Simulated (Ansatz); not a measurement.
Stishovite (SiO2), treated with HSE06 in Ansatz (plane waves, PAW).

Run with plane-wave cutoff 520 eV, 6×6×8 k mesh (along the axes of the cell as run), scalar-relativistic PAW data made under PBE.

Computed at the level's own relaxed cell.

Elastic tensor (GPa, Voigt notation, ions relaxed):

```
  455.0   200.8   199.7     0.0     0.0     0.0
  200.8   455.0   199.7     0.0     0.0     0.0
  199.7   199.7   780.1     0.0     0.0     0.0
    0.0     0.0     0.0   257.3     0.0     0.0
    0.0     0.0     0.0     0.0   257.3     0.0
    0.0     0.0     0.0     0.0     0.0   322.8
```

Work out the Voigt, Reuss and Hill averages of the bulk and shear moduli, Young's modulus and Poisson's ratio from the printed constants.

K_V = [C11 + C22 + C33 + 2(C12 + C13 + C23)]/9 = [1690.1 + 2 × 600.2]/9 = 321.2 GPa. G_V = [1690.1 − 600.2 + 3 × 837.4]/15 = 240.1 GPa. From the compliances S = C⁻¹, K_R = 304.7 and G_R = 215.5 GPa. Hill means: K = 312.9, G = 227.8 GPa. E = 9KG/(3K + G) = 550 GPa, ν = (3K − 2G)/(6K + 2G) = 0.21, K/G = 1.37.

Measured, for comparison: elastic constant C11 462 GPa, elastic constant C12 201 GPa, elastic constant C44 258 GPa, elastic constant C33 769 GPa, elastic constant C13 190 GPa (temperature not stated, no zero-point or thermal correction; as tabulated in Lakshtanov, Sinogeikin, Hellwig, Katsura, Bass et al., AGU Fall Meeting 2007 …); elastic constant C66 299 GPa (temperature not stated, no zero-point or thermal correction, our sources range from 299 to 321; as tabulated in Lakshtanov, Sinogeikin, Hellwig, Katsura, Bass et al., AGU Fall Meeting 2007 …). Computed (rounded) less measured: elastic constant C11 -2 %, elastic constant C12 0.0 %, elastic constant C44 -0.4 %, elastic constant C33 +1 %, elastic constant C13 +5 %, elastic constant C66 +8 % (+0.6 % to +8 % over the range). A static lattice is as a rule a little smaller and stiffer than an uncorrected measurement, which narrows the difference in the elastic constant C33, elastic constant C13, elastic constant C66 and would widen misses of the other sign.

Ansatz is a quantum-chemistry and plane-wave program.
